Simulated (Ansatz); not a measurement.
Start from Be in the hcp (Mg type) structure (space group P6_3/mmc, No. 194; a = 2.2617 Å, c = 3.5692 Å; relaxed with 0.1 eV smearing). Axes: x lies along a and z along c of the hexagonal cell.

Calculations: r2SCAN (Ansatz, a first-principles code, PAW, no spin-orbit coupling).

For the base:

| Item | Result |
|---|---|
| Volume per atom | 7.91 Å³ |
| Pressure | 0.0 GPa |

It is then changed as follows: biaxial strain −0.51 %, plane normal [001], relaxed out of plane (Cartesian); in-plane vectors clamped, the third vector and the atoms free.

### Question
Predict the new volume per atom and pressure.

### Answer
The volume per atom shrinks by 0.08 Å³ (7.91 Å³ → 7.83 Å³); the pressure (mean of the normal stresses, compression positive) goes from zero to 1.2 GPa.

Whether these cells are dynamically stable was not tested.
